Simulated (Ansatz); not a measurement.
Abridged Ansatz (a program for electronic structure) output:

```
Relaxation: its limit of steps is 50 (relax.max_steps)
Pseudopotential: Hf, paw, valence charge 26
Crystal: 2 atoms, lattice volume = 44.523 Å³
Basis set: ecut = 420 eV, 877 PW (Γ), exchange–correlation on 48×48×72 points (8 copies of the dense FFT grid, shifted against one another)
Bands: 32, of which v1, the nominal top of the filled ones, is band 26 counted from 1 (25 counted from 0)
Symmetry: 8 space group operations
k-points: 847 of 5292
Functional: x = pbesol(κ = 0.804, μ = 0.12345679012345678), c = pbesol(β = 0.046)
SCF iter   1: F=—  HF=-31196.054152 eV  |F-HF|=—  |Δ(HF+E_count)|=         —  Δρ=2.87e-3  dr2=1.57e-3  ethr=1.77e-3  ⟨swp⟩=4.6  Hψ=89288  notcnv=0
SCF iter   2: F=—  HF=-31196.054620 eV  |F-HF|=—  |Δ(HF+E_count)|=   4.68e-4  Δρ=1.67e-3  dr2=5.00e-4  ethr=3.02e-6  ⟨swp⟩=2.0  Hψ=53812  notcnv=0
SCF 1 converged in 9 iterations: F = -31196.054808 eV  dr2 = 3.00e-12
relax step   1: F+E_penalty+E_count = -31196.05480833 eV  Δ(F+E_penalty+E_count) = +0.000e0 eV  max|allowed force component| = 8.628e-2 eV/Å  Δτ_max = 0.0000 Å  (9 SCF iters, accepted)
Crystal: 2 atoms, lattice volume = 44.523 Å³
SCF iter   1: F=—  HF=-31196.055951 eV  |F-HF|=—  |Δ(HF+E_count)|=         —  Δρ=2.71e-3  dr2=2.10e-3  ethr=3.99e-6  ⟨swp⟩=2.0  Hψ=86594  notcnv=0
SCF iter   2: F=—  HF=-31196.055580 eV  |F-HF|=—  |Δ(HF+E_count)|=   3.71e-4  Δρ=1.54e-3  dr2=7.99e-4  ethr=3.99e-6  ⟨swp⟩=1.0  Hψ=27104  notcnv=0
SCF 2 converged in 8 iterations: F = -31196.055409 eV  dr2 = 5.68e-11
relax step   2: F+E_penalty+E_count = -31196.05540925 eV  Δ(F+E_penalty+E_count) = -6.009e-4 eV  max|allowed force component| = 6.888e-2 eV/Å  Δτ_max = 0.0385 Å  (8 SCF iters, accepted)
Crystal: 2 atoms, lattice volume = 44.523 Å³
SCF iter   1: F=—  HF=-31196.056724 eV  |F-HF|=—  |Δ(HF+E_count)|=         —  Δρ=1.28e-3  dr2=4.58e-4  ethr=8.92e-6  ⟨swp⟩=2.8  Hψ=51831  notcnv=0
SCF iter   2: F=—  HF=-31196.056650 eV  |F-HF|=—  |Δ(HF+E_count)|=   7.46e-5  Δρ=7.28e-4  dr2=1.76e-4  ethr=8.81e-7  ⟨swp⟩=1.0  Hψ=33880  notcnv=0
SCF 3 converged in 8 iterations: F = -31196.056616 eV  dr2 = 6.59e-12
relax step   3: F+E_penalty+E_count = -31196.05661617 eV  Δ(F+E_penalty+E_count) = -1.207e-3 eV  max|allowed force component| = 2.731e-3 eV/Å  Δτ_max = 0.0181 Å  (8 SCF iters, accepted)
SCF converged after 8 iterations
Free energy (F): -31196.056616 eV
Internal energy: -31195.999677 eV  (E = F + TS)
E sigma→0 (E₀):  -31196.028147 eV
Entropy (-TS):   -0.056939 eV (-28.469 meV/atom)
Fermi energy:    19.830672 eV
--- Forces (eV/Å), atoms counted from 1 ---
  atom   1  Hf     0.00000000     0.00273133    -0.00000000
  atom   2  Hf    -0.00000000    -0.00273133     0.00000000
--- Stress (GPa, compression-positive) ---
       -4.900429       0.000000      -0.000000
        0.000000      -2.293765       0.000000
       -0.000000       0.000000      -2.137158
  P = ⅓ Tr σ = -3.1105 GPa (-31.105 kbar)
--- Relaxed structure (3 steps of the walk, 3 accepted, 0 SCFs on fresh bases) ---
  atoms:
    - { symbol: Hf, position: [0.6703976141310025, 0.34079522826200503, 0.7499999999999999] }
    - { symbol: Hf, position: [0.32960238586899726, 0.6592047717379947, 0.24999999999999994] }
```

Q: What was computed, and what are the main results?

A: Hf, 2 atoms in the cell, with Kohn–Sham DFT with the PBEsol functional, run in Ansatz with PAW and 420 eV plane waves, no SOC. The last SCF converged to F = -31196.056616 eV, or -15598.0283 eV per atom, at a pressure of -3.11 GPa. The total energy compares only with runs of the same code, potentials and settings.

The cells carry an imposed strain or load. No phonon test of stability was made. All final runs are without spin polarisation. The cell was made from Hf in the hcp (Mg type) structure (space group P6_3/mmc, No. 194) by this change: uniaxial strain ε_xx = +3.00 %.

Keys are those of Ansatz 0.2.
